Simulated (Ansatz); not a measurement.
## Effect of Pb → C on Pb

Start from Pb in the fcc (Cu type) structure (space group Fm-3m, No. 225; a = 4.9909 Å).

It is then changed as follows: every Pb is replaced by C; the structure is relaxed again.

Level of theory: Ansatz (a quantum-chemistry and plane-wave program), r2SCAN, PAW, cutoff 500 eV, no spin-orbit coupling. Γ-centred 26×26×26 mesh, Fermi–Dirac width 0.05 eV, for the changed cell.

```csv
quantity,base,changed,shift
density,11.07 g/cm³,2.69 g/cm³,-8.38 g/cm³
lattice parameter a,4.991 Å,3.096 Å,-1.895 Å
space group,Fm-3m (No. 225),Fm-3m (No. 225),–
shortest interatomic distance,3.529 Å,2.189 Å,-1.340 Å
band gap,zero,zero,–
```

Final structure:

```
C
1.0
    0.00000     1.54814     1.54814
    1.54814     0.00000     1.54814
    1.54814     1.54814     0.00000
C
1
Direct
  0.00000   0.00000   0.00000
```

No phonon test of stability was made. As relaxed here, C is a hypothetical phase, not in the database extracts checked.
